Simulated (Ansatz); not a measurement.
## Response to strain in Be

Consider Be in the hcp (Mg type) structure (space group P6_3/mmc, No. 194; relaxed with 0.1 eV smearing).

```xyz
2
Lattice="2.2627 0.0000 0.0000 -1.1314 1.9596 0.0000 0.0000 0.0000 3.5664" Properties=species:S:1:pos:R:3 pbc="T T T"
Be     1.1314     0.6532     2.6748
Be     0.0000     1.3064     0.8916
```

Cartesian axes are those of the cell as printed.

Strains are applied to the cell and any free atomic positions relax; under biaxial strain the out-of-plane vector relaxes too.

Method: PBE in Ansatz (plane waves to 420 eV, PAW, scalar-relativistic without spin-orbit coupling).

Candidates:
(a) biaxial strain +0.50 %, plane normal [001], relaxed out of plane
(b) biaxial strain −1.00 %, plane normal [001], relaxed out of plane
(c) biaxial strain +2.50 %, plane normal [001], relaxed out of plane

Q: Order them by out-of-plane strain, highest first.

A: (b) biaxial strain −1.00 %, plane normal [001], relaxed out of plane (+0.05 %), (a) biaxial strain +0.50 %, plane normal [001], relaxed out of plane (-0.03 %), (c) biaxial strain +2.50 %, plane normal [001], relaxed out of plane (-0.20 %)

No phonon test of stability was made.

Ansatz is an electronic-structure program.
